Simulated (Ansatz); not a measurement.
# Hypothetical Pm-3n GaN: pressure series

The reference is GaN (space group Pm-3n, No. 223; a = 5.513 Å; a hypothetical phase, not in the database extracts checked).

Cell and atoms are relaxed at each pressure.

All numbers come from PBEsol (Ansatz, a quantum-chemistry and plane-wave program), no spin-orbit coupling.

Two rows of this table had their results exchanged by mistake.

```csv
pressure,volume per atom (Å³),shortest distance (Å),band gap
pressure −2 GPa,14.16,1.958,1.51 eV
pressure −1 GPa,14.06,1.954,1.54 eV
pressure 0.3 GPa,13.94,1.948,1.57 eV
pressure 0.7 GPa,13.90,1.946,1.58 eV
pressure 1.5 GPa,13.34,1.920,1.71 eV
pressure 3 GPa,13.70,1.937,1.63 eV
pressure 5 GPa,13.53,1.929,1.67 eV
pressure 7.5 GPa,13.83,1.943,1.60 eV
pressure 10 GPa,13.17,1.911,1.75 eV
```

**Question.** Which two?

**Answer.** The rows for pressure 1.5 GPa and pressure 7.5 GPa: the volume has to fall steadily with pressure, so 13.83 Å³ belongs to pressure 1.5 GPa and 13.34 Å³ to pressure 7.5 GPa.

Load acts through the strain it causes; cell and atoms are relaxed under it. Whether these cells are dynamically stable was not tested. Competing high-pressure phases were not computed.
